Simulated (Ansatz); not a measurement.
**Refining one setting for Zr₃Si (P6_3/mmc, 8 atoms in the cell)**

Space group P6₃/mmc (No. 194); a = 6.117 Å, b = 6.117 Å, c = 4.971 Å, α = 90.00°, β = 90.00°, γ = 120.00°

| atom | site | symmetry | x | y | z |
|---|---|---|---|---|---|
| Zr | 6h | mm2 | 0.1727 | 0.3455 | 0.2500 |
| Si | 2d | -6m2 | 0.6667 | 0.3333 | 0.2500 |

Computed with r2SCAN, default PAW files made with PBE (plane waves; Ansatz, an electronic-structure program).

The starting cell comes from a database of computed structures (which also holds hypothetical and non-ambient phases and stackings), without a prior relaxation at this level. Ansatz's pressure includes its estimate of the finite-basis (Pulay) stress.

Held fixed: kpoints.mp_grid.grid = 5 5 5; hamiltonian.xc = r2scan; hamiltonian.pseudopotentials = {kind: paw} (the program's default PAW files); scf.occupations.method = fermi_dirac; scf.occupations.width = 0.1 eV.

ΔF is the free energy per atom less that of the last row (1000 eV).

The first pressure column holds Ansatz's estimate of the finite-basis (Pulay) stress, which hides part of the cutoff error; the other is without it.

```json
[
 {"basis.ecutwfc": "200 eV", "ΔF (meV/atom)": "970.8", "pressure (GPa)": "-0.51", "largest force (eV/Å)": "0.324", "pressure at a fixed set of plane waves (GPa)": "-37.32", "plane waves": "1037"},
 {"basis.ecutwfc": "250 eV", "ΔF (meV/atom)": "(withheld)", "pressure (GPa)": "-1.02", "largest force (eV/Å)": "0.058", "pressure at a fixed set of plane waves (GPa)": "-8.79", "plane waves": "1423"},
 {"basis.ecutwfc": "300 eV", "ΔF (meV/atom)": "32.6", "pressure (GPa)": "-1.23", "largest force (eV/Å)": "0.047", "pressure at a fixed set of plane waves (GPa)": "-2.57", "plane waves": "1881"},
 {"basis.ecutwfc": "350 eV", "ΔF (meV/atom)": "12.7", "pressure (GPa)": "-1.18", "largest force (eV/Å)": "0.053", "pressure at a fixed set of plane waves (GPa)": "-1.50", "plane waves": "2367"},
 {"basis.ecutwfc": "400 eV", "ΔF (meV/atom)": "(withheld)", "pressure (GPa)": "-1.19", "largest force (eV/Å)": "0.052", "pressure at a fixed set of plane waves (GPa)": "-1.33", "plane waves": "2885"},
 {"basis.ecutwfc": "450 eV", "ΔF (meV/atom)": "4.9", "pressure (GPa)": "-1.18", "largest force (eV/Å)": "0.051", "pressure at a fixed set of plane waves (GPa)": "-1.29", "plane waves": "3521"},
 {"basis.ecutwfc": "500 eV", "ΔF (meV/atom)": "3.1", "pressure (GPa)": "-1.18", "largest force (eV/Å)": "0.051", "pressure at a fixed set of plane waves (GPa)": "-1.26", "plane waves": "4111"},
 {"basis.ecutwfc": "575 eV", "ΔF (meV/atom)": "1.60", "pressure (GPa)": "-1.19", "largest force (eV/Å)": "0.052", "pressure at a fixed set of plane waves (GPa)": "-1.23", "plane waves": "4993"},
 {"basis.ecutwfc": "650 eV", "ΔF (meV/atom)": "1.00", "pressure (GPa)": "-1.20", "largest force (eV/Å)": "0.052", "pressure at a fixed set of plane waves (GPa)": "-1.22", "plane waves": "6087"},
 {"basis.ecutwfc": "750 eV", "ΔF (meV/atom)": "0.58", "pressure (GPa)": "-1.20", "largest force (eV/Å)": "0.052", "pressure at a fixed set of plane waves (GPa)": "-1.22", "plane waves": "7529"},
 {"basis.ecutwfc": "875 eV", "ΔF (meV/atom)": "0.24", "pressure (GPa)": "-1.20", "largest force (eV/Å)": "0.052", "pressure at a fixed set of plane waves (GPa)": "-1.21", "plane waves": "9401"},
 {"basis.ecutwfc": "1000 eV", "ΔF (meV/atom)": "0.00", "pressure (GPa)": "-1.20", "largest force (eV/Å)": "0.052", "pressure at a fixed set of plane waves (GPa)": "-1.21", "plane waves": "11593"}
]
```

**Question.** Fill in the missing entries.

**Answer.** 
- 250 eV, ΔF (meV/atom): 163.0
- 400 eV, ΔF (meV/atom): 7.6

Keys are those of Ansatz 0.2.
